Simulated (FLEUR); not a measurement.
FLEUR run on LaCu₃Ni₂ (P6/mmm, 6 atoms in the cell): self-consistent single point.

Level of theory: PBEsol, all-electron FLAPW (FLEUR), scalar-relativistic valence.

```
LaCu3Ni2
1.0
    4.99216     0.00000     0.00000
   -2.49608     4.32334     0.00000
    0.00000     0.00000     4.03293
La Cu Ni
1 3 2
Direct
  0.00000   0.00000   0.00000
  0.50000   0.00000   0.50000
  0.50000   0.50000   0.50000
  0.00000   0.50000   0.50000
  0.33333   0.66667   0.00000
  0.66667   0.33333   0.00000
```

Reference input (self-consistent single point, DFT, LDA (Vosko-Wilk-Nusair), all-electron FLAPW (FLEUR), scalar-relativistic valence): Kmax = 3.8 1/bohr; GmaxXC = 15.2 1/bohr; xcFunctional = vwn; jspins = 1; l_soc = F; mode = hist; fermiSmearingEnergy = 0.00367493 Htr; mesh (inpgen div1-3) = 7 7 8; inpgen gamma flag = true; Gmax = 15.2 1/bohr; numbands = 0; maxIterBroyd = 40. This run's input differs from it in these lines:

```diff
@@ -18,3 +18,3 @@
 &comp jspins=1 /
-&exco xctyp='vwn' /
+&exco xctyp='PBEs' /
 &kpt div1=7 div2=7 div3=8 gamma=t /
@@ -31,3 +31,3 @@
       <coreElectrons ctail="T" frcor="F" kcrel="0" coretail_lmax="0"/>
-      <xcFunctional name="vwn" relativisticCorrections="F"/>
+      <xcFunctional name="PBEs" relativisticCorrections="F"/>
       <magnetism jspins="1"/>
```

The program printed (abridged):

```
 Iteration:     1   Distance:      72.35192814 me/bohr^3
 Iteration:     2   Distance:      23.64549916 me/bohr^3
 Iteration:     3   Distance:       9.33220527 me/bohr^3
 Iteration:     4   Distance:       8.86773713 me/bohr^3
 Iteration:     5   Distance:       6.85361254 me/bohr^3
   [... 13 lines left out ...]
 Iteration:    19   Distance:       0.00044171 me/bohr^3
 Iteration:    20   Distance:       0.00004511 me/bohr^3
 Iteration:    21   Distance:       0.00002368 me/bohr^3
 Iteration:    22   Distance:       0.00000357 me/bohr^3
 Run finished successfully
 Stop message:
   Structural relaxation: Done

[file out, last iteration]
             iter=     23
[...]
          total density-effective poten   -2.7027739064E+04
          total charge density-energy d   -5.2433205272E+02
 Updated energy parameters for spin:           1
[...]
 fermi energy and band-weighting factors:
   [... 5 lines left out ...]

[...]
FERMIE:
          first approx. to ef    (T=0)  :   0.379012 htr   (energy of the highest occ. eigenvalue)
          number of occ. states  (T=0)  :       1522
          first approx. to seigv (T=0)  : -10.522440 htr
          sum of weights of occ. states :  38.005102
          sum of semicore charge        :   0.000000 e
FERHIS:  Fermi-Energy by histogram:
          bandgap                     :   0.000574 htr
   [... lines left out ...]
          charge neutrality (T=0)     :   0.010204    (zero if the highest occ. eigenvalue is "entirely" occupied)
     EF_NEWTON:  Adjust Fermi-Energy by Newton-Method.
 Direct bandgap for spin            1 :    3.5758692431887562E-003  Htr
 ---->    free energy=                    -16494.6500131092 htr
   [... lines left out ...]
 TOTAL FORCE FOR ATOM TYPE=  1  X=  0.000   Y=  0.000   Z=  0.000
                       FX_TOT= 0.000000 FY_TOT= 0.000000 FZ_TOT= 0.000000
 TOTAL FORCE FOR ATOM TYPE=  2  X=  4.717   Y=  0.000   Z=  3.811
                       FX_TOT= 0.000000 FY_TOT= 0.000000 FZ_TOT= 0.000000
 TOTAL FORCE FOR ATOM TYPE=  3  X=  4.717   Y= -2.723   Z=  0.000
                       FX_TOT= 0.000000 FY_TOT= 0.000000 FZ_TOT= 0.000000
 Structural relaxation: Done
```

The run converged in 22 iterations. FLEUR gives forces in its relaxation mode, with a further iteration, so its stop message speaks of a relaxation. 

The starting cell comes from a database of computed structures (which also holds hypothetical and non-ambient phases and stackings), without a prior relaxation at this level. Its lattice was rescaled by a random factor within 2.5 % of one. Spin polarisation is off. Values depend on the basis (sphere radii, cutoffs, local orbitals), which need not be converged. The log's line on a gap gives a spacing of levels on this mesh, which the program prints for metals too.

Cost on one core of a shared machine: roughly 3 min.
